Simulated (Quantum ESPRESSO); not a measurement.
Worked example: self-consistent single point of Mg2Au (Pnma, 12 atoms in the cell) in Quantum ESPRESSO.

Computed with PBEsol, GBRV 1.5 ultrasoft (PBESOL) pseudopotentials (plane waves; Quantum ESPRESSO).

```xyz
12
Lattice="6.1982 0.0000 0.0000 0.0000 4.3376 0.0000 0.0000 0.0000 8.4997" Properties=species:S:1:pos:R:3 pbc="T T T"
Mg     2.8440     1.0844     1.6525
Mg     3.3542     3.2532     6.8472
Mg     0.2551     3.2532     5.9023
Mg     5.9431     1.0844     2.5973
Mg     4.1257     3.2532     3.7397
Mg     2.0725     1.0844     4.7600
Mg     5.1716     1.0844     7.9895
Mg     1.0266     3.2532     0.5102
Au     1.6637     1.0844     7.4614
Au     4.5345     3.2532     1.0382
Au     1.4354     3.2532     3.2116
Au     4.7628     1.0844     5.2881
```

Reference input (self-consistent single point, DFT, PBEsol, plane waves, GBRV 1.5 ultrasoft (PBESOL) pseudopotentials): ecutwfc = 40 Ry; ecutrho = 320 Ry; occupations = smearing; smearing = cold; degauss = 0.0073499 Ry; potentials = {Mg: mg_pbesol_v1.4.uspp.F.UPF, Au: au_pbesol_v1.uspp.F.UPF}; K_POINTS = automatic 5 6 3 1 1 1; conv_thr = 1e-10 Ry. This run's input differs from it in these lines:

```diff
@@ -16,3 +16,3 @@
   smearing = 'cold',
-  degauss = 0.0073499,
+  degauss = 0.0036749,
 /
```

Log, with long lists cut:

```
     Self-consistent Calculation

     iteration #  1     ecut=    40.00 Ry     beta= 0.70

     total energy              =   -1459.31023175 Ry
     estimated scf accuracy    <       2.27957994 Ry

     iteration #  2     ecut=    40.00 Ry     beta= 0.70

     total energy              =   -1459.78477721 Ry
     estimated scf accuracy    <       2.78329520 Ry

     iteration #  3     ecut=    40.00 Ry     beta= 0.70

     total energy              =   -1460.35964128 Ry
     estimated scf accuracy    <       0.00980588 Ry

   [... 8 blocks of this kind left out ...]

     iteration # 12     ecut=    40.00 Ry     beta= 0.70

     total energy              =   -1460.36637803 Ry
     estimated scf accuracy    <          2.8E-10 Ry

     iteration # 13     ecut=    40.00 Ry     beta= 0.70
     End of self-consistent calculation

     the Fermi energy is     9.1003 ev

!    total energy              =   -1460.36637803 Ry
     estimated scf accuracy    <          1.6E-12 Ry
     smearing contrib. (-TS)   =      -0.00005783 Ry
     internal energy E=F+TS    =   -1460.36632021 Ry

     convergence has been achieved in  13 iterations

     Forces acting on atoms (cartesian axes, Ry/au):

     atom    1 type  1   force =    -0.00008858   -0.00000000   -0.00024116
     atom    2 type  1   force =     0.00008858    0.00000000    0.00024116
     atom    3 type  1   force =     0.00008858    0.00000000   -0.00024116
     atom    4 type  1   force =    -0.00008858    0.00000000    0.00024116
     atom    5 type  1   force =     0.00045136    0.00000000    0.00034240
   [... lines left out ...]

     Total force =     0.003520     Total SCF correction =     0.000005

          total   stress  (Ry/bohr**3)                   (kbar)     P=       -3.21
  -0.00009919   0.00000000   0.00000000          -14.59        0.00        0.00
   0.00000000   0.00009202   0.00000000            0.00       13.54        0.00
   0.00000000   0.00000000  -0.00005838            0.00        0.00       -8.59

   JOB DONE.
```

The run converged in 13 iterations. Against the reference run the free energy stays essentially unchanged (within 1 meV/atom), the pressure hardly changes (-0.30 to -0.32 GPa) and the largest force goes from 0.037 to 0.042 eV/Å.

The starting cell comes from a database of computed structures (which also holds hypothetical and non-ambient phases and stackings), without a prior relaxation at this level.

Cost on one core of a shared machine: roughly 7 min.
